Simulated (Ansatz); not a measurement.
Hops of point defects in silicon, each between lowest sites run for its defect: PBE bands (Ansatz, a program for electronic structure, plane waves to 420 eV, PAW, climbing-image NEB) beside r2SCAN single points (500 eV) at the PBE geometries. Static nuclei, no finite-size correction. The rows are a random draw from the bands that converged and passed our checks of state and shape. Saddle orders were checked for a part of the study's bands only and are not shown. Vacancies start on their lattice site; split forms were not set up. Charge states are imposed. Spin-orbit coupling is left out.

| Row | Defect | Route | Hop (Å) | Cell and PBE mesh | r2SCAN k-points | PBE barrier x (eV) | r2SCAN barrier y (eV) |
|---|---|---|---|---|---|---|---|
| 1 | interstitial Li, charge +1 | Li moves farthest | 2.36 | 64 sites, 2×2×2 shifted | same mesh | 0.60 | 0.63 |
| 2 | interstitial Ag, charge +1 | Ag moves farthest | 2.36 | 64 sites, 2×2×2 shifted | same mesh | 0.37 | 0.33 |
| 3 | interstitial Cu, charge +1 | Cu moves farthest | 2.37 | 64 sites, 2×2×2 shifted | same mesh | 0.10 | 0.03 |
| 4 | interstitial Ni, charge 0 | Ni moves farthest | 1.30 | 64 sites, 2×2×2 shifted | same mesh | 0.08 | 0.16 |
| 5 | B-vacancy pair (B on Si, Si vacant), charge +1 | B changes places with the vacancy (B-vacancy distance between ideal sites 2.37 Å throughout) | 3.47 | 64 sites, 2×2×2 shifted | same mesh | 2.35 | 2.68 |
| 6 | interstitial Ca, charge +2 | Ca moves farthest | 2.35 | 64 sites, 2×2×2 shifted | same mesh | 1.56 | 1.64 |
| 7 | interstitial Au, charge +1 | Au moves farthest | 1.93 | 64 sites, 2×2×2 shifted | same mesh | 0.09 | ? |

Problem. Fit a straight line y = a x + b to rows 1 to 6, predict row 7, and compare with the computed value.

Solution. Means: x̄ = 0.843, ȳ = 0.912 eV. Sums: Sxx = 4.202, Sxy = 4.759 eV². So a = Sxy/Sxx = 1.133 and b = ȳ − a x̄ = -0.043 eV, with a scatter of 0.08 eV about the line. Row 7: 1.133 × 0.09 − 0.043 ≈ 0.06 eV. The computed r2SCAN value is 0.20 eV, +0.14 eV from the line, beyond the scatter. The line only summarises these rows of one host.
